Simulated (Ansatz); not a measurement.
What uniaxial strain ε_yy = +1.24 % does to SnO

The reference is SnO (space group P4/nmm, No. 129; a = 3.767 Å, c = 4.557 Å; layered, stacked along the Cartesian z axis; relaxed with 0.1 eV smearing). Axes: x, y, z lie along a, b, c of the conventional cell.

Modification: the cell is stretched by 1.24 % along y with no lateral relaxation, atoms relaxed at fixed cell.

The values are results of PBEsol-D3(BJ), PAW, 420 eV (Ansatz, a program for electronic structure; no spin-orbit coupling), earlier PAW set, not measurements. Settings: 15×15×13 k-points, 0.1 eV Fermi–Dirac smearing.

The space group changes from P4/nmm (No. 129) to Pmmn (No. 59) and the shortest interatomic distance stays essentially unchanged (4.177 bohr against 4.180 bohr). The energy goes up by 0.8 meV/atom and the pressure (mean of the normal stresses, compression positive) goes from zero to -0.8 GPa. The band gap stays zero and the largest internal atomic displacement amounts to 0.011 Å. The stress (xx, yy, zz, yz, xz, xy; compression positive) amounts to (-1.1, -1.3, -0.2, 0.0, 0.0, 0.0) GPa.

Final structure:

```
CELL_PARAMETERS angstrom
      3.76748     0.00000     0.00000
      0.00000     3.81420     0.00000
      0.00000     0.00000     4.55721
ATOMIC_POSITIONS crystal
  Sn 0.50000 0.00000 0.25207
  Sn 0.00000 0.50000 0.74793
  O  0.00000 0.00000 0.99762
  O  0.50000 0.50000 0.00238
```

No phonon test of stability was made. All final runs are without spin polarisation. The zero or small gap of SnO can change with the level of theory.
